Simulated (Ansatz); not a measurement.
Take WC (space group P-6m2, No. 187; relaxed with 0.1 eV smearing) as the base.

```xyz
2
Lattice="2.9127 0.0000 0.0000 -1.4563 2.5225 0.0000 0.0000 0.0000 2.8354" Properties=species:S:1:pos:R:3 pbc="T T T"
W      0.0000     0.0000     0.0000
C      0.0000     1.6816     1.4177
```

Cartesian axes are those of the cell as printed.

All numbers come from r2SCAN (Ansatz, an electronic-structure program), scalar-relativistic without spin-orbit coupling.

It is then changed as follows: every lattice vector is stretched by 3.00 %, atoms relaxed at fixed cell.

Task: Predict the stress tensor and what it implies for the stiffness.

Result: Stress of the strained cell less that of the base (GPa, compression positive):
```
  -28.1     0.0     0.0
    0.0   -28.1     0.0
    0.0     0.0   -33.0
```

Then B = −ΔP/(ΔV/V₀) with ΔV/V₀ = 0.0927 gives secant stiffness values (nonlinear terms included at this strain): B (at held cell shape, above the free-shape value) ≈ 321 GPa.

As a check, the harmonic strain energy −½ V₀ Δσ:ε is 87 meV/atom; the computed energy rise is 97 meV/atom.

Stability against distortions was not tested. The final runs are not spin-polarised.
